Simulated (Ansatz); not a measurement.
The reference is MoTe$_{2}$ (space group Fm-3m, No. 225; a = 6.561 Å; a hypothetical phase, not in the database extracts checked).

It is then changed as follows: full substitution Te → S; the structure is relaxed again.

Levels (all Ansatz, a quantum-chemistry and plane-wave program, PAW, earlier PAW set): PBEsol (420 eV, spin-orbit coupling left out); r2SCAN (500 eV, no spin-orbit coupling).

The geometry is relaxed with PBEsol.

| Property | Result |
|---|---|
| PBEsol pressure | 0.0 GPa |
| PBEsol largest site moment | 1.16 μB |
| PBEsol magnetic state | ferromagnetic |

With r2SCAN at the same geometry, the pressure goes from zero to 8.2 GPa; the largest site moment goes up by 0.27 μB (1.16 μB → 1.43 μB); the magnetic state remains ferromagnetic.

Other magnetic orders, which the real material may have, were not ruled out. Single points use the geometry relaxed with PBEsol. Their cutoffs differ, which shifts pressures a little. No phonon test of stability was made. As relaxed here, MoS2 is a hypothetical phase, not in the database extracts checked. Spin-polarised in the final run: PBEsol MoS2 and r2SCAN MoS2; the other runs are not. MoTe2 has a high density of states at the Fermi level and may be magnetic at this level.
